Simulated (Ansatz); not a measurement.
**SiO2 under a change: pressure 18 GPa**

The reference is SiO₂ (space group P3_121, No. 152; a = 4.9484 Å, c = 5.4413 Å).

One thing is altered: cell and atoms relaxed at a pressure of 18 GPa.

Level of theory: Kohn–Sham DFT with the PBEsol functional, run in Ansatz (a first-principles code) with PAW and 420 eV plane waves, without spin-orbit coupling, earlier PAW set. Γ-centred 8×8×6 mesh, Fermi–Dirac width 0.05 eV.

- Volume per atom = 9.74 Å³ (base 12.82 Å³)
- Density = 3.42 g/cm³ (base 2.59 g/cm³)
- Lattice parameter a = 4.430 Å (base 4.948 Å)
- c/a ratio = 1.164 (base 1.100)
- Shortest interatomic distance = 1.603 Å (base 1.620 Å)
- Enthalpy H = E + PV relative to the base's energy = +1.23 eV/atom
- Band gap = 6.48 eV (an upper bound: an edge found on the path is not a true extremum; the changed cell) (base 5.72 eV)

Cost of the whole job for the changed cell (relaxation, final SCF and bands): very roughly 2.1 core-minutes.

Load acts through the strain it causes; cell and atoms are relaxed under it. Whether these cells are dynamically stable was not tested. Competing high-pressure phases were not computed.
